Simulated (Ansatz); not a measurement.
Start from Mg2Sn (space group Fm-3m, No. 225; a = 6.664 Å; relaxed with 0.1 eV smearing).

Calculations: LDA, PAW, 420 eV (Ansatz, a program for electronic structure; no SOC).

Before the change:

The pressure comes out as 0.0 GPa.

Perturbation: every lattice vector is shortened by 2.00 %; the atoms relax in the strained cell.

**Question.** How does this affect the energy relative to the base and pressure?

**Answer.** The energy grows by 14 meV/atom; the pressure goes from zero to 3.2 GPa.

Whether these cells are dynamically stable was not tested.
